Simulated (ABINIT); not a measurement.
# Input and output of a self-consistent single point for KI (Fm-3m, 2 atoms in the cell) (ABINIT)

Method: PBE, PAW (JTH v2.0 PBE PAW) (plane waves; ABINIT 10.0.3).

This input was run:

```
# KI, JTH v2.0 PBE PAW
pp_dirpath "./"
pseudos "K.GGA_PBE-JTH.xml, I.GGA_PBE-JTH.xml"
acell 3*1.0
rprim
         0.0000000000    6.7210093835    6.7210093835
         6.7210093835    0.0000000000    6.7210093835
         6.7210093835    6.7210093835    0.0000000000
natom 2
ntypat 2
znucl 19 53
typat 1 2
xred
         0.0000000000    0.0000000000    0.0000000000
         0.5000000000    0.5000000000    0.5000000000
ecut 21
pawecutdg 42
pawxcdev 0
ixc 11
occopt 3
tsmear 0.05 eV
nband 13
kptopt 1
ngkpt 7 7 7
nshiftk 1
shiftk 0 0 0
nstep 60
tolvrs 1.0e-10
prtwf 0
prtden 0
```

Output, abridged:

```
 Symmetries : space group Fm -3 m (#225); Bravais cF (face-center cubic)

 -outvars: echo values of preprocessed input variables --------
            acell      1.0000000000E+00  1.0000000000E+00  1.0000000000E+00 Bohr
             ecut      2.10000000E+01 Hartree
              ixc          11
         kptrlatt        7    0    0      0    7    0      0    0    7
          kptrlen      6.65345984E+01
            natom           2
            nband          13
            ngfft          40      40      40
          ngfftdg          60      60      60
             nkpt          20
            nstep          60
             nsym          48
           ntypat           2
           occopt           3
        pawecutdg      4.20000000E+01 Hartree
         pawxcdev           0
            rprim      0.0000000000E+00  6.7210093835E+00  6.7210093835E+00
                       6.7210093835E+00  0.0000000000E+00  6.7210093835E+00
                       6.7210093835E+00  6.7210093835E+00  0.0000000000E+00
          spgroup         225
           tolvrs      1.00000000E-10
           tsmear      1.83746627E-03 Hartree
            typat      1  2
           useylm           1
             xred      0.0000000000E+00  0.0000000000E+00  0.0000000000E+00
                       5.0000000000E-01  5.0000000000E-01  5.0000000000E-01
            znucl       19.00000   53.00000

== DATASET  1 ==================================================================

 Exchange-correlation functional for the present dataset will be:
  GGA: Perdew-Burke-Ernzerhof functional - ixc=11
 Citation for XC functional:
  J.P.Perdew, K.Burke, M.Ernzerhof, PRL 77, 3865 (1996)

 Real(R)+Recip(G) space primitive vectors, cartesian coordinates (Bohr,Bohr^-1):
 R(1)=  0.0000000  6.7210094  6.7210094  G(1)= -0.0743936  0.0743936  0.0743936
 R(2)=  6.7210094  0.0000000  6.7210094  G(2)=  0.0743936 -0.0743936  0.0743936
 R(3)=  6.7210094  6.7210094  0.0000000  G(3)=  0.0743936  0.0743936 -0.0743936
 Unit cell volume ucvol=  6.0720243E+02 bohr^3
 Angles (23,13,12)=  6.00000000E+01  6.00000000E+01  6.00000000E+01 degrees

 Coarse grid specifications (used for wave-functions):

 getcut: wavevector=  0.0000  0.0000  0.0000  ngfft=  40  40  40
         ecut(hartree)=     21.000   => boxcut(ratio)=   2.04003

 Fine grid specifications (used for densities):

 getcut: wavevector=  0.0000  0.0000  0.0000  ngfft=  60  60  60
         ecut(hartree)=     42.000   => boxcut(ratio)=   2.16377

   1.53472171E+03                                ecore*ucvol(ha*bohr**3)

_setup2: Arith. and geom. avg. npw (full set) are    2792.446    2792.432

--- !BeginCycle
solver: {iscf: 17, nstep: 60, nline: 4, wfoptalg: 10, }
tolerances: {tolvrs: 1.00E-10, }
...

     iter   Etot(hartree)      deltaE(h)  residm     nres2
 ETOT  1  -40.216315752672    -4.022E+01 1.093E-01 3.198E+00
 ETOT  2  -40.296766369279    -8.045E-02 5.897E-03 1.578E+00
 ETOT  3  -40.294599642056     2.167E-03 1.462E-03 4.281E-01
 ETOT  4  -40.294255432933     3.442E-04 1.055E-03 2.034E-02
 ETOT  5  -40.294394057783    -1.386E-04 4.249E-04 9.523E-03
 ETOT  6  -40.294394521542    -4.638E-07 3.330E-04 6.968E-04
   [... 3 lines left out ...]
 ETOT 10  -40.294395360487    -1.931E-09 1.438E-04 5.675E-07
 ETOT 11  -40.294395360518    -3.092E-11 3.926E-05 2.923E-07
 ETOT 12  -40.294395360342     1.763E-10 7.486E-05 7.879E-09
 ETOT 13  -40.294395360359    -1.715E-11 1.958E-05 1.572E-10
 ETOT 14  -40.294395360361    -2.245E-12 3.630E-05 7.554E-11

 At SCF step   14       nres2   =  7.55E-11 < tolvrs=  1.00E-10 =>converged.

 Cartesian components of stress tensor (hartree/bohr^3)
  sigma(1 1)= -1.19063660E-05  sigma(3 2)=  0.00000000E+00
  sigma(2 2)= -1.19063660E-05  sigma(3 1)=  0.00000000E+00
  sigma(3 3)= -1.19063660E-05  sigma(2 1)=  0.00000000E+00

 ----iterations are completed or convergence reached----

 reduced coordinates (array xred) for    2 atoms
       0.000000000000      0.000000000000      0.000000000000
       0.500000000000      0.500000000000      0.500000000000
 cartesian forces (eV/Angstrom) at end:
    1     -0.00000000000000    -0.00000000000000    -0.00000000000000
    2     -0.00000000000000    -0.00000000000000    -0.00000000000000
 frms,max,avg= 0.0000000E+00 0.0000000E+00   0.000E+00  0.000E+00  0.000E+00 e/A
 length scales=  1.000000000000  1.000000000000  1.000000000000 bohr
              =  0.529177208590  0.529177208590  0.529177208590 angstroms
 Fermi (or HOMO) energy (hartree) =  -0.04551   Average Vxc (hartree)=  -0.26173
 Eigenvalues (hartree) for nkpt=  20  k points:
 kpt#   1, nband= 13, wtk=  0.00292, kpt=  0.0000  0.0000  0.0000 (reduced coord)
  -1.16163   -0.55472   -0.55472   -0.55472   -0.49806   -0.11320   -0.11320   -0.11320
   0.03073    0.12598    0.12598    0.12598    0.15204
      occupation numbers for kpt#   1
   2.00000    2.00000    2.00000    2.00000    2.00000    2.00000    2.00000    2.00000
   0.00000    0.00000    0.00000    0.00000    0.00000
 prteigrs : prtvol=0 or 1, do not print more k-points.

--- !EnergyTerms
comment             : Components of total free energy in Hartree
kinetic             :  1.17301435106336E+01
hartree             :  9.87879523225594E+00
xc                  : -8.25962940615055E+00
Ewald energy        : -2.72778377205480E+01
psp_core            :  2.52752893097004E+00
local_psp           : -3.17646676193250E+01
spherical_terms     :  2.87126783066370E+00
internal            : -4.02943992415004E+01
'-kT*entropy'       :  1.25439292353277E-15
total_energy        : -4.02943992415004E+01
total_energy_eV     : -1.09646636516856E+03
...

-Cartesian components of stress tensor (GPa)         [Pressure=  3.5030E-01 GPa]
- sigma(1 1)= -3.50297322E-01  sigma(3 2)=  0.00000000E+00
- sigma(2 2)= -3.50297322E-01  sigma(3 1)=  0.00000000E+00
- sigma(3 3)= -3.50297322E-01  sigma(2 1)=  0.00000000E+00

 Calculation completed.
```

The run converged in 14 iterations.

The starting cell comes from a database of computed structures (which also holds hypothetical and non-ambient phases and stackings), without a prior relaxation at this level. Its lattice was rescaled by a random factor within 2.5 % of one.
